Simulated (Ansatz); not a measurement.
A computed series for SiC: response to strain

Start from SiC (space group P6_3mc, No. 186; a = 3.078 Å, c = 10.076 Å). Axes: x lies along a and z along c of the hexagonal cell.

Strains are applied to the cell and any free atomic positions relax.

Computed with Ansatz (a first-principles code), PBEsol, PAW, cutoff 420 eV, no SOC.

Notes on the quantities. pressure: mean of the normal stresses, compression positive; energy relative to the base: free energy F.

| change | hole mass | pressure | energy relative to the base | shortest interatomic distance | band gap |
|---|---|---|---|---|---|
| base | – | -0.01 GPa | 0 meV/atom | 1.883 Å | 2.12 eV |
| uniaxial strain ε_zz = −3.00 % | 0.23 mₑ along z, 1.5 mₑ across (at Γ) | 7.16 GPa | +16 meV/atom | 1.852 Å | 1.94 eV |
| uniaxial strain ε_zz = −2.25 % | 0.22 mₑ along z, 1.6 mₑ across (at Γ) | 5.27 GPa | +9.2 meV/atom | 1.860 Å | 2.03 eV |
| uniaxial strain ε_zz = −1.50 % | 0.22 mₑ along z, 1.8 mₑ across (at Γ) | 3.44 GPa | +4.0 meV/atom | 1.870 Å | 2.11 eV |
| uniaxial strain ε_zz = −0.75 % | 0.21 mₑ along z, 3.0 mₑ across (at Γ) | 1.68 GPa | +1.0 meV/atom | 1.879 Å | 2.14 eV |

Masses are band curvatures over ±0.01 Å⁻¹ around the edge. Stability against distortions was not tested.
